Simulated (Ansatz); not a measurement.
## BAs (model structure, started from the NiAs type, P6₃/mmc, No. 194, 4 atoms in the cell): properties by level of theory

```
level (code)           lattice parameter a (Å)  lattice parameter c (Å)  cohesive energy (eV/atom)
---------------------  -----------------------  -----------------------  -------------------------
LDA (Ansatz)                             3.206                    5.358                       4.63
PBE (Ansatz)                             3.274                    5.408                          …
PBE-D3(BJ) (Ansatz)                      3.225                    5.366                       4.00
r²SCAN+rVV10 (Ansatz)                    3.251                    5.401                       3.67
```

Fill in the missing entries.


- PBE (Ansatz, an electronic-structure program), cohesive energy (eV/atom): 3.63

Ansatz's density-functional and Hartree–Fock values are scalar-relativistic unless marked +SOC, with PAW data made under PBE.

Free atoms are spin-polarised, in the lowest state found; at levels without +SOC their spin–orbit coupling is left out.

The computed numbers hold no vibrational or temperature effects.

A model structure was made by putting elements into a prototype or built by hand; it is no filed structure, need not be a known phase, and can be a saddle point held by its symmetry.
